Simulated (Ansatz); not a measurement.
The reference is BeS in the zinc blende structure (space group F-43m, No. 216; a = 4.838 Å). Axes: x, y, z lie along the cube axes.

One thing is altered: uniaxial strain ε_zz = −3.27 %, all other strain components held at zero, atoms relaxed at fixed cell.

Levels (all Ansatz, a program for electronic structure, PAW): PBEsol (420 eV, no spin-orbit coupling); r2SCAN (500 eV, scalar-relativistic without spin-orbit coupling); HSE06 (420 eV, no spin-orbit coupling).

At the geometry relaxed with PBEsol, these levels gave the following band gaps, in shuffled order: (a) 2.54 eV, (b) 3.17 eV, (c) 3.66 eV.

Question: Match each gap to its level.

Answer: (a) PBEsol; (b) r2SCAN; (c) HSE06.

Single points use the geometry relaxed with PBEsol. HSE06 gaps are upper bounds (no full band path). Whether these cells are dynamically stable was not tested.
